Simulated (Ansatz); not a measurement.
BiVO₄ (I4₁/a, No. 88, 12 atoms in the cell; start COD 9012062; high-temperature phase) was calculated with LDA (Ansatz, a first-principles code, plane waves, PAW).

Numerical settings: plane-wave cutoff 520 eV, 10×10×10 k mesh, Fermi–Dirac smearing 0.01 eV, no spin polarisation, scalar-relativistic PAW data made under PBE.

Cell (relaxed at this level):

```xyz
12
Lattice="-2.5316 2.5316 5.7157 2.5316 -2.5316 5.7157 2.5316 2.5316 -5.7157" Properties=species:S:1:pos:R:3 pbc="T T T"
Bi     0.0000     0.0000     0.0000
Bi     0.0000     2.5316     2.8579
V      0.0000     0.0000     5.7157
V      2.5316     0.0000     2.8579
O      1.2689     0.7122     1.9451
O      0.7122     1.2627     4.8029
O      3.7942    -0.7122     1.9451
O      1.8193     1.2689    -0.9128
O      1.2627    -0.7122     6.6285
O      1.8193    -1.2627     3.7706
O      1.2689     3.2438     0.9128
O      3.2438     1.2627     3.7706
```

Q: Give the computed band gap, Γ–Γ gap and bulk modulus.

A: 
- band gap = 2.04 eV (on the SCF k mesh)
- Γ–Γ gap = 2.83 eV
- bulk modulus = 149 GPa

Note: the relaxation could not lower the start's symmetry, so the cell can be a saddle point above a distorted one; the bulk modulus is −V dP/dV from two relaxed cells at ±2 % in volume.

Spin–orbit coupling is not included; with these elements it can move the gap by several tenths of an eV or more.
